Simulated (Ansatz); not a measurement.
```yaml
crystal:
  lattice:
    - [3.18893, 0.00000, 0.00000]
    - [-1.59447, 2.76169, 0.00000]
    - [0.00000, 0.00000, 5.19236]
  atoms:
    - { symbol: Ga, position: [0.66667, 0.33333, 0.49908] }
    - { symbol: Ga, position: [0.33333, 0.66667, 0.99908] }
    - { symbol: N, position: [0.66667, 0.33333, 0.87592] }
    - { symbol: N, position: [0.33333, 0.66667, 0.37592] }
```

Space group of this cell: P6_3mc, wurtzite. The cell is taken as given; by r2SCAN its mean pressure is -1.0 GPa.

The numbers are results of r2SCAN (plane waves, PAW; Ansatz, a quantum-chemistry and plane-wave program), not measurements.

The current runs along the normal of the first two printed vectors; no spin-orbit coupling. Scaled by the factor s: both lengths across the current (ions clamped). Meshes 12×12×6 and 12×12 across the current in all rows.

```
s     mean pressure (GPa)  band gap (eV)
----  -------------------  -------------
0.98                  7.6              ?
1.00                 -1.0           2.31
1.02                 -7.9           2.05
```

Q: Take the slope of the band gap against ln s from the two given rows, extrapolate to s = 0.98, and say what the run there gives.

A: Slope = (2.05 − 2.31) / ln 1.02 = -13.1 eV. The line gives 2.31 + (-13.1) × ln 0.98 = 2.58 eV. The run gives 2.53 eV, 0.05 eV under the line, 17 % of the predicted step.
